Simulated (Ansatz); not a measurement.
## Effect of biaxial strain +0.50 %, plane normal [001], relaxed out of plane on TlBr

The reference is TlBr in the CsCl type structure (space group Pm-3m, No. 221; a = 3.840 Å). Axes: x, y, z lie along the cube axes.

Modification: biaxial strain +0.50 %, plane normal [001], relaxed out of plane (Cartesian); in-plane vectors clamped, the third vector and the atoms free.

All numbers come from Ansatz (a quantum-chemistry and plane-wave program), LDA, PAW, cutoff 420 eV, no spin-orbit coupling. k-mesh 9×9×9 (Γ-centred); smearing 0.05 eV (Fermi–Dirac).

- Volume per atom: 28.44 Å³ (base 28.30 Å³)
- Space group: P4/mmm (No. 123) (base Pm-3m (No. 221))
- Shortest interatomic distance: 6.294 bohr (base 6.284 bohr)
- Energy relative to the base (free energy F): +0.2 meV/atom
- Pressure (mean of the normal stresses, compression positive): -0.17 GPa (base -0.01 GPa)
- Band gap: 1.33 eV (base 1.37 eV)
- Gap character: indirect, X → Z
- Electron mass: 0.11 mₑ along k, 0.19 mₑ across (at X) (base 0.12 mₑ along k, 0.19 mₑ across (at X))
- Valley order (the lowest conduction-band minima on the path, energy above the VBM, named in the base's zone): X along [001] 1.33 eV; X along [010] 1.39 eV; R along [111] 1.46 eV (base X along ⟨100⟩ 1.37 eV; R along ⟨111⟩ 1.49 eV)
- Out-of-plane strain: -0.51 %
- Mean in-plane stress (compression positive): -0.3 GPa

Cost of the whole job for the changed cell (relaxation, final SCF and bands): roughly 23 core-seconds.

Spin-orbit coupling, missing from the scalar runs, can matter with Tl. Masses are band curvatures over ±0.01 Å⁻¹ around the edge. Along k means along the line from Γ to the band edge. No phonon test of stability was made. k-point labels follow each cell's own Brillouin zone.
